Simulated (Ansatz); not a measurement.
Effect of pressure −2 GPa on LiNbO3

Take LiNbO3 (space group R3c, No. 161; a = 5.1347 Å, c = 13.8241 Å (hexagonal axes)) as the base.

Now apply this change: hydrostatic tension (pressure −2 GPa).

Computed with PBEsol, PAW, 420 eV (Ansatz, an electronic-structure program; without spin-orbit coupling). Γ-centred 8×8×8 mesh, Fermi–Dirac width 0.05 eV.

The volume per atom increases by 0.20 Å³ to 10.72 Å³ and the density falls by 0.09 g/cm³, from 4.67 g/cm³ to 4.58 g/cm³. The lattice parameter a grows by 0.035 Å, from 5.135 Å to 5.170 Å and the c/a ratio falls by 0.005, from 2.692 to 2.687. The shortest interatomic distance is nearly the same (1.882 Å against 1.883 Å) and the band gap falls by 0.03 eV to 3.48 eV (an upper bound: an edge found on the path is not a true extremum; both cells).

Cost of the whole job for the changed cell (relaxation, final SCF and bands): roughly 5 core-minutes.

Load acts through the strain it causes; cell and atoms are relaxed under it. Stability against distortions was not tested.
